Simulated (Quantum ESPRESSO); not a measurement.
Quantum ESPRESSO run on InOF (P1, 12 atoms in the cell): self-consistent single point.

Level of theory: rVV10, GBRV 1.5 ultrasoft (PBE) pseudopotentials (plane waves; Quantum ESPRESSO 7.5).

```
CELL_PARAMETERS angstrom
      5.49394     0.00000     0.00000
     -0.93576     5.41366     0.00000
     -2.27909    -2.70683     5.11598
ATOMIC_POSITIONS crystal
  In 0.44677 0.54098 0.49154
  In 0.05572 0.95242 0.49636
  In 0.79349 0.19417 0.00144
  In 0.20534 0.80228 0.00943
  O  0.38875 0.87787 0.77151
  O  0.14103 0.14031 0.28242
  O  0.86802 0.86180 0.72142
  O  0.12091 0.61966 0.23631
  F  0.63150 0.38023 0.74814
  F  0.13132 0.37351 0.75704
  F  0.62817 0.38505 0.25605
  F  0.63417 0.87935 0.25789
```

Reference input (self-consistent single point, DFT, PBEsol, plane waves, GBRV 1.5 ultrasoft (PBESOL) pseudopotentials): ecutwfc = 40 Ry; ecutrho = 200 Ry; occupations = smearing; smearing = gaussian; degauss = 0.000734986 Ry; potentials = {In: in_pbesol_v1.4.uspp.F.UPF, O: o_pbesol_v1.2.uspp.F.UPF, F: f_pbesol_v1.4.uspp.F.UPF}; K_POINTS = automatic 3 3 3 0 0 0; conv_thr = 1e-10 Ry; mixing_beta = 0.7. This run's input differs from it in these lines:

```diff
@@ -18,2 +18,3 @@
   degauss = 0.000734986,
+  input_dft = 'rvv10',
 /
@@ -24,5 +25,5 @@
 ATOMIC_SPECIES
-In   114.8180  in_pbesol_v1.4.uspp.F.UPF
-O     15.9990  o_pbesol_v1.2.uspp.F.UPF
-F     18.9984  f_pbesol_v1.4.uspp.F.UPF
+In   114.8180  in_pbe_v1.4.uspp.F.UPF
+O     15.9990  o_pbe_v1.2.uspp.F.UPF
+F     18.9984  f_pbe_v1.4.uspp.F.UPF
 ATOMIC_POSITIONS {angstrom}
```

Log, with long lists cut:

```
     Self-consistent Calculation

     iteration #  1     ecut=    40.00 Ry     beta= 0.70

     total energy              =    -857.34814788 Ry
     estimated scf accuracy    <       4.37648983 Ry

     iteration #  2     ecut=    40.00 Ry     beta= 0.70

     total energy              =    -858.01049977 Ry
     estimated scf accuracy    <       5.52098394 Ry

     iteration #  3     ecut=    40.00 Ry     beta= 0.70

     total energy              =    -859.30313025 Ry
     estimated scf accuracy    <       0.46534451 Ry

   [... 10 blocks of this kind left out ...]

     iteration # 14     ecut=    40.00 Ry     beta= 0.70

     total energy              =    -859.37345214 Ry
     estimated scf accuracy    <          1.7E-10 Ry

     iteration # 15     ecut=    40.00 Ry     beta= 0.70
     End of self-consistent calculation

     the Fermi energy is     7.6563 ev

!    total energy              =    -859.37345214 Ry
     estimated scf accuracy    <          1.9E-11 Ry
     smearing contrib. (-TS)   =      -0.00000000 Ry
     internal energy E=F+TS    =    -859.37345214 Ry

     convergence has been achieved in  15 iterations

     Forces acting on atoms (cartesian axes, Ry/au):

     atom    1 type  1   force =     0.00923371    0.02398320    0.04453080
     atom    2 type  1   force =    -0.02057637   -0.02244390    0.04567076
     atom    3 type  1   force =     0.01596310    0.01422172   -0.01182237
     atom    4 type  1   force =     0.00879326    0.00328735   -0.03633068
     atom    5 type  2   force =    -0.00572476    0.00479025    0.01523373
   [... lines left out ...]

     Total force =     0.112712     Total SCF correction =     0.000010

          total   stress  (Ry/bohr**3)                   (kbar)     P=       47.34
   0.00033535  -0.00000386  -0.00004569           49.33       -0.57       -6.72
  -0.00000386   0.00030358  -0.00001196           -0.57       44.66       -1.76
  -0.00004569  -0.00001196   0.00032642           -6.72       -1.76       48.02

   JOB DONE.
```

The run converged in 15 iterations. Against the reference run the pressure goes from -1.89 to 4.73 GPa, the largest force goes from 1.320 to 1.411 eV/Å and the gap on the mesh goes from 1.342 to 1.295 eV.

The starting cell comes from a database of computed structures (which also holds hypothetical and non-ambient phases and stackings), without a prior relaxation at this level. Its lattice was rescaled by a random factor within 2.5 % of one. With a pressure of about 5 GPa the cell is away from its equilibrium volume at this level. Forces in this geometry exceed 1 eV/Å.

Cost on one core of a shared machine: roughly 3 min.
